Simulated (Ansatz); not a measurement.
# WS2 under a change: tensor shear ε_xz = +0.33 %

Take WS$_{2}$ (space group P6_3/mmc, No. 194; a = 3.115 Å, c = 11.772 Å; layered, stacked along the Cartesian z axis) as the base. Axes: x lies along a and z along c of the hexagonal cell.

Perturbation: a pure shear with ε_xz = ε_zx = 0.0033; the atoms relax in the strained cell.

Level of theory: PBEsol-D3(BJ) in Ansatz (plane waves to 420 eV, PAW, scalar-relativistic without spin-orbit coupling). Settings: 12×12×3 k-points, 0.05 eV Fermi–Dirac smearing.

The volume per atom is still 16.48 Å³ and the space group changes from P6_3/mmc (No. 194) to C2/c (No. 15). The shortest interatomic distance hardly moves (2.389 Å against 2.388 Å) and the energy stays essentially unchanged. The pressure (mean of the normal stresses, compression positive) stays essentially unchanged (0.00 GPa against 0.01 GPa) and the band gap hardly moves (0.65 eV against 0.66 eV). The gap character comes out as indirect, Γ → k = (0.167, 0.167, 0) in the run's primitive reciprocal basis and the smallest direct gap is still 1.92 eV. The electron mass becomes 0.38 mₑ along z, 0.48 mₑ across (off the special points) (base: 0.39 mₑ along c, 0.46 mₑ across (off the special points)) and the valence-band top at Γ (three highest levels, from the VBM) stays 0.00, -1.26, -1.60 eV. The stress (xx, yy, zz, yz, xz, xy; compression positive) amounts to (0.00, 0.00, 0.01, 0.00, -0.23, 0.00) GPa.

Final structure:

```
WS2
1.0
    3.11474     0.00000     0.01028
   -1.55737     2.69745    -0.00514
    0.03885     0.00000    11.77237
W S
2 4
Direct
  0.66679   0.33358   0.25000
  0.33321   0.66642   0.75000
  0.66348   0.33310   0.88355
  0.33038   0.66690   0.38355
  0.33652   0.66690   0.11645
  0.66962   0.33310   0.61645
```

Spin-orbit coupling, missing from the scalar runs, can matter with W. Effective masses come from finite differences of ±0.01 Å⁻¹. Whether these cells are dynamically stable was not tested. Labels are those of the standard path for the cell's own space group.

Ansatz is a program for electronic structure.
